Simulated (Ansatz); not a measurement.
Take PbZrO3 in the cubic perovskite structure (space group Pm-3m, No. 221; a = 4.1412 Å; a cell from a computed database, its experimental status unchecked) as the base. Axes: x, y, z lie along the cube axes.

Modification: the symmetric strain tensor [-0.0021 0.0017 0.0014; 0.0017 0.0029 -0.0024; 0.0014 -0.0024 0.0048], atoms relaxed at fixed cell.

Levels (all Ansatz, a quantum-chemistry and plane-wave program, PAW, earlier PAW set): PBEsol (420 eV, no spin-orbit coupling); r2SCAN (500 eV, without spin-orbit coupling).

The geometry is relaxed with PBEsol.

| Item | Value |
|---|---|
| PBEsol band gap | 2.29 eV |
| PBEsol pressure | -0.93 GPa |
| PBEsol width of the top valence band | 0.84 eV |

Q: Predict the band gap, pressure and width of the top valence band from r2SCAN.

A: The band gap goes up by 0.56 eV, from 2.29 eV to 2.85 eV; the pressure grows by 2.241 GPa, from -0.93 GPa to 1.32 GPa; the width of the top valence band remains 0.84 eV.

Single points use the geometry relaxed with PBEsol. Their cutoffs differ, which shifts pressures a little. Spin-orbit coupling, missing from the scalar runs, can matter with Pb. No phonon test of stability was made. Many cubic perovskites are stable only at high temperature; tilts and polar distortions were not tested.
